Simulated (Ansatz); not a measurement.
Results of PBEsol-D3(BJ) in Ansatz (plane waves, PAW) for L1₂ (Cu3Au-type) Ni₃Fe.

The input as run:

Ansatz 0.2 input:
```yaml
crystal:
  lattice:
    - [3.4559675381, 0.0, 0.0]
    - [0.0, 3.4559675381, 0.0]
    - [0.0, 0.0, 3.4559675381]
  atoms:
    - { symbol: Fe, position: [0.0, 0.0, 0.0], spin: 3.0 }
    - { symbol: Ni, position: [0.0, 0.5, 0.5], spin: 0.7 }
    - { symbol: Ni, position: [0.5, 0.0, 0.5], spin: 0.7 }
    - { symbol: Ni, position: [0.5, 0.5, 0.0], spin: 0.7 }
basis:
  ecutwfc: 520
  ecutrho_ratio: 4
  xc_grid: 2
kpoints:
  mp_grid: { grid: [16, 16, 16] }
hamiltonian:
  xc: pbesol
  dispersion: d3bj
  pseudopotentials: { kind: paw }
scf:
  occupations: { method: fermi_dirac, width: 0.05 }
  convergence: { dr2_threshold: 0.0000000004 }
output:
  forces: true
  stress: true
  eigenvalues: true
magnetization:
  spin_polarized: true
```

Question: How many irreducible k-points, plane waves at Γ does the program set up, and what pressure does the run end with?

Answer: 165 irreducible k-points, 1141 plane waves at Γ; P = 0.20 GPa, so the cell is compressed on average and its volume would grow at this level.

Output (set-up and result lines):

```
Crystal: 4 atoms, lattice volume = 41.277 Å³
Basis set: ecut = 520 eV, 1141 PW (Γ), exchange–correlation on 54×54×54 points (8 copies of the dense FFT grid, shifted against one another)
Bands: 46, of which v1, the nominal top of the filled ones, is band 35 counted from 1 (34 counted from 0)
Symmetry: 48 space group operations
Space group: Pm-3m (ITA 221), of the structure as read, at distance tolerance 3.5e-5 Å
k-points: 165 of 4096
Initial density: superposition of atomic densities (chi_scale 0.1, normalization cell)
Functional: x = pbesol(κ = 0.804, μ = 0.12345679012345678), c = pbesol(β = 0.046)
spin=Collinear: Kerker preconditioning applied to the charge; magnetization (m = ρ↑ − ρ↓) channel mixes plain (no charge-response kernel on spin).
SCF 1 converged in 16 iterations: F = -21865.774468 eV  dr2 = 5.13e-11
SCF converged after 16 iterations
Magnetization: 4.6843 μB (37.3421 up, 32.6579 down)
Free energy (F): -21865.774468 eV
Internal energy: -21865.750276 eV  (E = F + TS)
E sigma→0 (E₀):  -21865.762372 eV
Fermi energy:    19.868378 eV
--- Forces (eV/Å), atoms counted from 1 ---
  atom   1  Fe    -0.00000000    -0.00000000     0.00000000
  atom   2  Ni     0.00000000     0.00000000     0.00000000
  atom   3  Ni     0.00000000    -0.00000000    -0.00000000
  atom   4  Ni     0.00000000    -0.00000000    -0.00000000
--- Stress (GPa, compression-positive) ---
        0.202546       0.000000       0.000000
       -0.000000       0.202546       0.000000
        0.000000       0.000000       0.202546
  P = ⅓ Tr σ = 0.2025 GPa (2.025 kbar)
```

The cell is one volume of an energy–volume scan, off the minimum.

The PAW data were made under PBE.

Ansatz is a program for electronic structure.
